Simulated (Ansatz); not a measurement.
The starting structures come from a database of crystals and need not be the phases stable at ambient conditions.

Data:

```yaml
crystal:
  lattice:
    - [3.30779, 0.00000, 0.00000]
    - [-1.65390, 2.86463, 0.00000]
    - [0.00000, 0.00000, 4.98288]
  atoms:
    - { symbol: Mg, position: [0.33333, 0.66667, 0.00216] }
    - { symbol: Mg, position: [0.66667, 0.33333, 0.50216] }
    - { symbol: O, position: [0.33333, 0.66667, 0.40244] }
    - { symbol: O, position: [0.66667, 0.33333, 0.90244] }
```

Space group of this cell: P6_3mc, wurtzite. The cell is taken as given; by r2SCAN its mean pressure is -0.6 GPa.

Calculation: r2SCAN (plane waves, PAW; Ansatz, a first-principles code).

The current runs along the normal of the first two printed vectors; no spin-orbit coupling. Scaled by the factor s: all lengths (ions clamped). Meshes 12×12×6 and 12×12 across the current in all rows.

| s | mean pressure (GPa) | band gap (eV) |
|---|---|---|
| 0.98 | 8.0 | 4.50 |
| 1.00 | -0.6 | 4.14 |
| 1.02 | -7.1 | ? |

Question: Take the slope of the band gap against ln s from the two given rows, extrapolate to s = 1.02, and say what the run there gives.

Answer: Slope = (4.50 − 4.14) / ln 0.98 = -17.8 eV. The line gives 4.14 + (-17.8) × ln 1.02 = 3.79 eV. The run gives 3.81 eV, 0.02 eV over the line, 6 % of the predicted step.
